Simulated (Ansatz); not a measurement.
For AuAl (P2₁/m, No. 11, 8 atoms in the cell; start mp-1399), LDA (Ansatz, a quantum-chemistry and plane-wave program, PAW) gives:

| Item | Result |
|---|---|
| bulk modulus B0 | 122 GPa |
| cohesive energy | 4.63 eV/atom |

What does r²SCAN (Ansatz, plane waves, PAW) give for the same quantities?


- bulk modulus: 114 GPa (drops by 6.6 %)
- cohesive energy: 3.91 eV/atom (drops by 0.72 eV/atom)

Changes are worked out from the printed values.

Unless a cell is named, each level is at its own relaxed cell (LDA 16.57, r²SCAN 17.18 Å³/atom).

Levels without +SOC leave out spin–orbit coupling, which shifts energies and cells of such heavy elements.

Caveats: the bulk modulus is −V dP/dV from two relaxed cells at ±2 % in volume (LDA, r²SCAN); the relaxation could not lower the start's symmetry, so the cell can be a saddle point above a distorted one (LDA, r²SCAN). Ansatz's density-functional and Hartree–Fock values are scalar-relativistic unless marked +SOC, with PAW data made under PBE.

A start named mp-… is a Materials Project structure, which need not be a measured phase.
